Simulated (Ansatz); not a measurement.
**PbS, element substitutions**

The parent structure is PbS in the rock salt structure (space group Fm-3m, No. 225).

```cif
data_PbS
_chemical_formula_sum 'S1 Pb1'
_space_group_name_H-M_alt 'P 1'
_space_group_IT_number 1
_cell_length_a 4.22496
_cell_length_b 4.22496
_cell_length_c 4.22496
_cell_angle_alpha 60.000
_cell_angle_beta 60.000
_cell_angle_gamma 60.000
loop_
_space_group_symop_operation_xyz
  'x, y, z'
loop_
_atom_site_label
_atom_site_type_symbol
_atom_site_fract_x
_atom_site_fract_y
_atom_site_fract_z
_atom_site_occupancy
S1 S 0.00000 0.00000 0.00000 1
Pb1 Pb 0.50000 0.50000 0.50000 1
```

Each row replaces one element on all its sites; cell and atoms are relaxed.

Method: r2SCAN (Ansatz, a program for electronic structure; PAW; 500 eV plane waves; no spin-orbit coupling), earlier PAW set.

Candidates:
(a) S → Pt
(b) Pb → Bi
(c) Pb → Re
(d) Pb → Se

Base values:

- Volume per atom = 26.66 Å³

Question: Order them by volume per atom, highest first.

Answer: (b) Pb → Bi (25.98 Å³), (a) S → Pt (22.62 Å³), (d) Pb → Se (19.65 Å³), (c) Pb → Re (15.33 Å³)

Other magnetic orders, which the real material may have, were not ruled out. Stability against distortions was not tested. As relaxed here, PtPb, BiS and ReS are hypothetical phases, not in the database extracts checked. For SeS in this form, whether it has been made was not checked. Spin-polarised in the final run: ReS; the other runs are not. An odd electron count without spin: BiS.
